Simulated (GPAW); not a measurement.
**GPAW run on GaBi (F-43m, 2 atoms in the cell): self-consistent single point**

Method of the run: LDA (Perdew-Wang 92), GPAW PAW datasets LDA (gpaw-data 1.0.1) (plane waves; GPAW 25.7.0).

This input was run:

```python
from ase import Atoms
from ase.units import GPa
from gpaw import GPAW, PW

atoms = Atoms(['Ga', 'Bi'],
              cell=[[0.000000, 3.166752, 3.166752],
                    [3.166752, 0.000000, 3.166752],
                    [3.166752, 3.166752, 0.000000]],
              positions=[[1.583376, 1.583376, 1.583376],
                         [0.000000, 0.000000, 0.000000]],
              pbc=True)

calc = GPAW(mode=PW(550),
            xc='LDA',
            kpts=(5, 5, 5),
            occupations={'name': 'methfessel-paxton', 'width': 0.1, 'order': 0},
            nbands=-10,
            convergence={'density': 1e-05, 'energy': 1e-05},
            symmetry={'symmorphic': False, 'tolerance': 0.0005},
            maxiter=150,
            txt='-')

atoms.calc = calc

energy = atoms.get_potential_energy()
print('Energy (eV):', round(energy, 6))
forces = atoms.get_forces()
print('Forces (eV/Ang):')
print(forces.round(5))
stress = atoms.get_stress()
print('Stress (GPa, Voigt):', (stress / GPa).round(4))
```

Output (repeated stretches shortened):

```
Input parameters:
  convergence: {density: 1e-05,
                energy: 1e-05}
  kpts: [5 5 5]
  maxiter: 150
  mode: {ecut: 550.0,
         name: pw}
  nbands: -10
  occupations: {name: methfessel-paxton,
                order: 0,
                width: 0.1}
  symmetry: {symmorphic: False,
             tolerance: 0.0005}

species:
  Ga:
    name: Gallium
    Z: 31.0
    valence: 3
    core: 28
    charge: 0.0
    file: Ga.LDA.gz

    # Using partial waves for Ga as LCAO basis

  Bi:
    name: Bismuth
    Z: 83.0
    valence: 15
    core: 68
    charge: 0.0
    file: Bi.LDA.gz

    # Using partial waves for Bi as LCAO basis

Reference energy: -637346.403778  # eV

Spin-paired calculation

Convergence criteria:
 Maximum [total energy] change in last 3 cyles: 1e-05 eV / valence electron
 Maximum integral of absolute [dens]ity change: 1e-05 electrons / valence electron
 Maximum integral of absolute [eigenst]ate change: 4e-08 eV^2 / valence electron
 Maximum number of scf [iter]ations: 150

Symmetries present (total): 24
Symmetries with fractional translations: 0
125 k-points: 5 x 5 x 5 Monkhorst-Pack grid
10 k-points in the irreducible part of the Brillouin zone
       k-points in crystal coordinates                weights
   0:     0.00000000    0.00000000    0.00000000          1/125
   1:     0.20000000    0.20000000    0.00000000          6/125
   2:     0.20000000    0.20000000    0.20000000          8/125
   [... 7 lines left out ...]

Wave functions: Plane wave expansion
  Cutoff energy: 550.000 eV
  Number of coefficients (min, max): 1837, 1875
  Pulay-stress correction: 0.000000 eV/Ang^3 (de/decut=0.000000)

Occupation numbers: Methfessel-Paxton:
  width: 0.1000  # eV
  order: 0

Eigensolver

Densities:
  Coarse grid: 25*25*25 grid
  Fine grid: 50*50*50 grid
  Total Charge: 0.000000

Density mixing:
  Method: separate
  Backend: pulay
  Linear mixing parameter: 0.05
  old densities: 5
  Damping of long wavelength oscillations: 50

Hamiltonian:
  XC and Coulomb potentials evaluated on a 50*50*50 grid
  External potential:
    NoExternalPotential

Number of atoms: 2
Number of atomic orbitals: 13
Number of bands in calculation: 19
Number of valence electrons: 18
Bands to converge: occupied

Density initialized from atomic densities
  13 bands from LCAO basis set
  6 bands from random numbers

Atomic positions and initial magnetic moments

Positions:
   0 Ga     1.583376    1.583376    1.583376    ( 0.0000,  0.0000,  0.0000)
   1 Bi     0.000000    0.000000    0.000000    ( 0.0000,  0.0000,  0.0000)

Unit cell:
           periodic     x           y           z      points  spacing
  1. axis:    yes    0.000000    3.166752    3.166752    25     0.1463
  2. axis:    yes    3.166752    0.000000    3.166752    25     0.1463
  3. axis:    yes    3.166752    3.166752    0.000000    25     0.1463

  Lengths:   4.478464   4.478464   4.478464
  Angles:   60.000000  60.000000  60.000000

Effective grid spacing dv^(1/3) = 0.1596

     iter     time        total  log10-change:
                         energy   eigst   dens
iter:   1 --:--:--    -8.895837
iter:   2 --:--:--    -8.897735   -2.06  -1.29
iter:   3 --:--:--    -8.856624   -2.63  -1.31
iter:   4 --:--:--    -8.858890   -3.44  -2.00
iter:   5 --:--:--    -8.858463   -4.19  -2.17
iter:   6 --:--:--    -8.858812   -4.29  -2.42
iter:   7 --:--:--    -8.858726   -4.97  -2.91
iter:   8 --:--:--    -8.858725c  -6.14  -3.17
iter:   9 --:--:--    -8.858762c  -5.39  -3.18
iter:  10 --:--:--    -8.858773c  -5.78  -3.47
iter:  11 --:--:--    -8.858781c  -5.65  -3.75
iter:  12 --:--:--    -8.858783c  -6.92  -3.87
iter:  13 --:--:--    -8.858784c  -6.71  -3.82
iter:  14 --:--:--    -8.858783c  -7.72c -3.87
iter:  15 --:--:--    -8.858781c  -6.93  -3.92
iter:  16 --:--:--    -8.858779c  -6.74  -4.13
iter:  17 --:--:--    -8.858779c  -7.81c -4.24
iter:  18 --:--:--    -8.858781c  -7.22  -4.31
iter:  19 --:--:--    -8.858783c  -7.83c -4.38
iter:  20 --:--:--    -8.858782c  -8.44c -4.43
iter:  21 --:--:--    -8.858783c  -7.87c -4.36
iter:  22 --:--:--    -8.858782c  -8.31c -4.53
iter:  23 --:--:--    -8.858781c  -8.08c -4.59
iter:  24 --:--:--    -8.858781c  -9.03c -4.74
iter:  25 --:--:--    -8.858780c  -9.10c -4.91
iter:  26 --:--:--    -8.858780c  -8.91c -4.94
iter:  27 --:--:--    -8.858780c  -9.72c -4.95
iter:  28 --:--:--    -8.858780c -10.19c -4.99
iter:  29 --:--:--    -8.858780c -10.00c -5.03c

Converged after 29 iterations.

Dipole moment: (-2.551259, -2.551259, -2.551259) |e|*Ang

Energy contributions relative to reference atoms: (reference = -637346.403778)

Kinetic:        +24.425665
Potential:      -21.496589
External:        +0.000000
XC:             -10.404043
Entropy (-ST):   -0.004455
Local:           -1.381585
SIC:             +0.000000
--------------------------
Free energy:     -8.861008
Extrapolated:    -8.858780

Showing only first 2 kpts
 Kpt  Band  Eigenvalues  Occupancy
  0     7      4.41718    0.00000
  0     8      4.41718    0.00000
  0     9      4.41718    0.00000
  0    10      7.09565    0.00000

  1     7      3.17426    2.00000
  1     8      3.17427    2.00000
  1     9      5.71965    0.00000
  1    10      6.42172    0.00000

Fermi level: 4.03970

No gap
No difference between direct/indirect transitions
Energy (eV): -8.85878

Forces in eV/Ang:
  0 Ga    0.00000   -0.00000   -0.00000
  1 Bi   -0.00000    0.00000    0.00000

Stress tensor:
     0.008928    -0.000000    -0.000000
    -0.000000     0.008928     0.000000
    -0.000000     0.000000     0.008928
Stress (GPa, Voigt): [ 1.4304  1.4304  1.4304  0.     -0.     -0.    ]
```

The run converged in 29 iterations. GPAW prints stress with tension positive.

The starting cell comes from a database of computed structures (which also holds hypothetical and non-ambient phases and stackings), without a prior relaxation at this level. Its lattice was rescaled by up to half a per cent. Spin-orbit coupling is off.
